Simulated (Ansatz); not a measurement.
S on the Zn site (broken-bond start) in zinc-blende ZnS (start: the Zn site; started 0.95 Å off site, one bond broken; 64-site cell, 2×2×2 shifted sampling). Method: PBE, PAW (plane waves to 420 eV; Ansatz, a first-principles code). Total energies of the localised charge states, counted from that of charge +1, and their image corrections (point charge with alignment); the host's valence-band maximum lies at 5.506 eV on the cells' energy zero and its gap is 2.01 eV.

```
charge         moment (μB)  E − E(first) (eV)  correction (eV)
------  ------------------  -----------------  ---------------
+1                     1.0              0.000            0.154
0       not spin-polarised              5.903            0.000
−1                     1.0             12.683            0.215
```

**Question.** Derive the transition levels above the valence-band maximum and say which of them are thermodynamic.

**Answer.** A level is the Fermi energy at which two charges have equal formation energy: ε(q/q′) = [E(q′) + corr(q′) − E(q) − corr(q)] / (q − q′) − E_VBM.
ε(+1/0) = [(5.903 + 0.000) − (0.000 + 0.154)] / 1 − 5.506 = 0.24 eV
ε(0/−1) = [(12.683 + 0.215) − (5.903 + 0.000)] / 1 − 5.506 = 1.49 eV
Thermodynamic levels at least 0.1 eV inside the gap: (+1/0) at 0.24 eV; (0/−1) at 1.49 eV. They hold to tenths of an eV in this cell. Charges with a result: +1, 0, −1. Others weren't obtained, and one of them could lie lower, also by skipping a charge. The geometries come from one start. Flagged in the runs: a strain field that reaches the edge of the cell.
